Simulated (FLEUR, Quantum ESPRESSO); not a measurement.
A Quantum ESPRESSO input for a self-consistent single point of HgSe (F-43m, 2 atoms in the cell) (DFT, PBE, plane waves, PSlibrary PAW (PBE) pseudopotentials):

```fortran
&control
 calculation = 'scf'
 prefix = 'hgse'
 outdir = './tmp/'
 pseudo_dir = './'
 tprnfor = .true.
 tstress = .true.
/
&system
 ibrav = 2
 A = 6.091710000
 nat = 2
 ntyp = 2
 ecutwfc = 50
 ecutrho = 450
 occupations = 'smearing'
 smearing = 'fermi-dirac'
 degauss = 0.0073499
/
&electrons
 conv_thr = 1.0e-11
/
ATOMIC_SPECIES
Hg   200.5920  Hg.pbe-n-kjpaw_psl.1.0.0.UPF
Se    78.9710  Se.pbe-n-kjpaw_psl.1.0.0.UPF
ATOMIC_POSITIONS crystal
Hg    0.000000000    0.000000000    0.000000000
Se    0.750000000    0.750000000    0.750000000
K_POINTS automatic
9 9 9  0 0 0
```

Problem. Write the same calculation as an input for FLEUR.

Solution. One input that does it (others would too):

Input of the input generator:

```
HgSe FLAPW
&input film=f /
0.0000000000 3.0458550000 3.0458550000
3.0458550000 0.0000000000 3.0458550000
3.0458550000 3.0458550000 0.0000000000
1.8897261246
1.0 1.0 1.0

2
80 0.0000000000 0.0000000000 0.0000000000
34 0.7500000000 0.7500000000 0.7500000000

&comp jspins=1 /
&kpt div1=9 div2=9 div3=9 /
&end /
```

```xml
<?xml version="1.0" encoding="UTF-8" standalone="no"?>
<fleurInput fleurInputVersion="0.39">
   <comment>
      HgSe FLAPW                                                                                          
   </comment>
   <calculationSetup>
      <cutoffs Kmax="4.3" Gmax="12.9" GmaxXC="12.9" numbands="0"/>
      <scfLoop itmax="100" minDistance="0.00001" maxIterBroyd="40" imix="Anderson" alpha="0.05" precondParam="0.0" spinf="2.0"/>
      <coreElectrons ctail="T" frcor="F" kcrel="0" coretail_lmax="0"/>
      <xcFunctional name="pbe" relativisticCorrections="F"/>
      <magnetism jspins="1"/>
      <soc l_soc="F" theta="0.0" phi="0.0" spav="F"/>
      <expertModes spex="0" secvar="F"/>
      <geometryOptimization l_f="T" forcealpha="1.0" forcemix="BFGS" epsdisp="0.00001" epsforce="0.00001"/>
      <ldaU l_linMix="F" mixParam="0.05" spinf="1.0"/>
   </calculationSetup>
   <cell>
      <bzIntegration valenceElectrons="34.0" mode="hist" fermiSmearingEnergy="0.00367493">
         <kPointListSelection listName="default-1"/>
         <!-- k-points included here -->
         <xi:include xmlns:xi="http://www.w3.org/2001/XInclude" href="kpts.xml"> </xi:include>
      </bzIntegration>
      <!-- symmetry operations included here -->
      <xi:include xmlns:xi="http://www.w3.org/2001/XInclude" href="sym.xml"> </xi:include>
      <bulkLattice scale="1.0">
         <bravaisMatrix>
            <row-1>    0.0000000000000000     5.7558317652435322     5.7558317652435322</row-1>
            <row-2>    5.7558317652435322     0.0000000000000000     5.7558317652435322</row-2>
            <row-3>    5.7558317652435322     5.7558317652435322     0.0000000000000000</row-3>
         </bravaisMatrix>
      </bulkLattice>
   </cell>
   <atomSpecies>
      <species name="Mercury (Hg)" element="Hg" atomicNumber="80">
         <mtSphere radius="2.33" gridPoints="803" logIncrement="0.017"/>
         <atomicCutoffs lmax="10" lnonsphr="8"/>
         <electronConfig flipSpins="F">
            <coreConfig>(1s1/2) (2s1/2) (2p1/2) (2p3/2) (3s1/2) (3p1/2) (3p3/2) (4s1/2) (3d3/2) (3d5/2) (4p1/2) (4p3/2) (5s1/2) (4d3/2) (4d5/2) (4f5/2) (4f7/2)</coreConfig>
            <valenceConfig>(5p1/2) (5p3/2) (6s1/2) (5d3/2) (5d5/2)</valenceConfig>
         </electronConfig>
         <energyParameters s="6" p="6" d="5" f="5"/>
         <lo type="SCLO" l="1" n="5" eDeriv="0"/>
         <lo type="HELO" l="2" n="6" eDeriv="0"/>
      </species>
      <species name="Selenium (Se)" element="Se" atomicNumber="34">
         <mtSphere radius="2.33" gridPoints="803" logIncrement="0.016"/>
         <atomicCutoffs lmax="10" lnonsphr="8"/>
         <electronConfig flipSpins="F">
            <coreConfig>(1s1/2) (2s1/2) (2p1/2) (2p3/2) (3s1/2) (3p1/2) (3p3/2)</coreConfig>
            <valenceConfig>(4s1/2) (3d3/2) (3d5/2) (4p1/2) (4p3/2)</valenceConfig>
            <stateOccupation state="(4p1/2)" spinUp="0.6666666666667" spinDown="0.6666666666667"/>
            <stateOccupation state="(4p3/2)" spinUp="1.3333333333333" spinDown="1.3333333333333"/>
         </electronConfig>
         <energyParameters s="4" p="4" d="3" f="4"/>
         <lo type="HELO" l="2" n="4" eDeriv="0"/>
      </species>
   </atomSpecies>
   <atomGroups>
      <atomGroup species="Mercury (Hg)">
         <relPos label="                   1">.0000000000 .0000000000 .0000000000</relPos>
         <force calculate="T" relaxXYZ="TTT"/>
      </atomGroup>
      <atomGroup species="Selenium (Se)">
         <relPos label="                   2">-1.000/4.000 -1.000/4.000 -1.000/4.000</relPos>
         <force calculate="T" relaxXYZ="TTT"/>
      </atomGroup>
   </atomGroups>
   <output dos="F" band="F" slice="F">
      <checks vchk="F" cdinf="F"/>
      <bandDOS minEnergy="-.5*Htr" maxEnergy="0.5*Htr" sigma="0.015" storeEVData="T"/>
      <vacuumDOS vacdos="F" integ="F" star="F" nstars="0" locx1="0.0" locy1="0.0" locx2="0.0" locy2="0.0" nstm="0" tworkf="0.0"/>
      <unfoldingBand unfoldBand="F" supercellX="1" supercellY="1" supercellZ="1"/>
      <plotting iplot="0" polar="F">
         <plot TwoD="T" vec1="  1.0  0.0  0.0" vec2="  0.0  1.0  0.0" vec3="  0.0  0.0  1.0" zero="  0.0  0.0  0.0" file="plot"/>
      </plotting>
      <chargeDensitySlicing numkpt="0" minEigenval="0.0" maxEigenval="0.0" nnne="0" pallst="F"/>
      <specialOutput eonly="F"/>
      <magneticCircularDichroism mcd="F" energyLo="-10.0" energyUp="0.0"/>
   </output>
  <!-- We include the file relax.xml here to enable relaxations (see documentation) -->
  <xi:include xmlns:xi="http://www.w3.org/2001/XInclude" href="relax.xml"> <xi:fallback/> </xi:include>
</fleurInput>
```

Basis settings and potentials, where a program has them, do not carry over. This input uses DFT, PBE, all-electron FLAPW (FLEUR), scalar-relativistic valence.

The starting cell comes from a database of computed structures (which also holds hypothetical and non-ambient phases and stackings), without a prior relaxation at this level. Its lattice was rescaled by a random factor within 2.5 % of one.
